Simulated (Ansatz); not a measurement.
Consider BP in the zinc blende structure (space group F-43m, No. 216; a = 4.5364 Å). Axes: x, y, z lie along the cube axes.

Calculations: Ansatz (a quantum-chemistry and plane-wave program), r2SCAN, PAW, cutoff 500 eV, no SOC, earlier PAW set.

Strains are applied to the cell and any free atomic positions relax.

One change was made to it. Results:

| quantity | base | after |
|---|---|---|
| smallest direct gap | 3.60 eV | 3.32 eV |
| valence-band top at Γ (three highest levels, from the VBM) | 0.00, 0.00, 0.00 eV | 0.00, -0.10, -0.18 eV |
| pressure (mean of the normal stresses, compression positive) | 0.00 GPa | 0.06 GPa |

### Question
Which of these changes matches the shifts?
A) uniaxial strain ε_zz = −1.31 %
B) tensor shear ε_xy = +2.85 %
C) tensor shear ε_xy = −1.08 %

### Answer
C, tensor shear ε_xy = −1.08 %. For comparison, the valence-band top at Γ in the other runs: uniaxial strain ε_zz = −1.31 % gives 0.00, -0.14, -0.14 eV; tensor shear ε_xy = +2.85 % gives 0.00, -0.30, -0.48 eV.

Whether these cells are dynamically stable was not tested.
